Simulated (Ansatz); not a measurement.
Si: pressure series

Take Si in the diamond structure (space group Fd-3m, No. 227; a = 5.470 Å) as the base.

Cell and atoms are relaxed at each pressure.

Computed with Ansatz (a quantum-chemistry and plane-wave program) PBE, no spin-orbit coupling, earlier PAW set.

Notes on the quantities. enthalpy: H = E + PV relative to the base's energy.

| case | smallest direct gap | band gap | lattice parameter a | enthalpy |
|---|---|---|---|---|
| base | 2.55 eV | 0.61 eV | 5.470 Å | – |
| pressure −2 GPa | 2.54 eV | 0.66 eV | 5.513 Å | -0.26 eV/atom |
| pressure −1 GPa | 2.55 eV | 0.63 eV | 5.491 Å | -0.13 eV/atom |
| pressure 0.3 GPa | 2.55 eV | 0.61 eV | 5.464 Å | +0.04 eV/atom |
| pressure 0.7 GPa | 2.55 eV | 0.60 eV | 5.456 Å | +0.09 eV/atom |
| pressure 1.5 GPa | 2.56 eV | 0.58 eV | … | +0.19 eV/atom |
| pressure 3 GPa | 2.56 eV | 0.56 eV | 5.413 Å | +0.38 eV/atom |
| pressure 5 GPa | 2.57 eV | 0.52 eV | 5.378 Å | +0.62 eV/atom |
| pressure 7.5 GPa | 2.58 eV | 0.48 eV | … | +0.92 eV/atom |
| pressure 10 GPa | 2.59 eV | 0.43 eV | 5.304 Å | +1.22 eV/atom |

### Question
Complete the table.

### Answer

- pressure 1.5 GPa, lattice parameter a: 5.440 Å
- pressure 7.5 GPa, lattice parameter a: 5.339 Å

Load acts through the strain it causes; cell and atoms are relaxed under it. Whether these cells are dynamically stable was not tested. Tetrahedral semiconductors of this kind turn to denser phases somewhere between about 1 and 50 GPa; those were not computed, so compressed cells here can lie past the real transition.
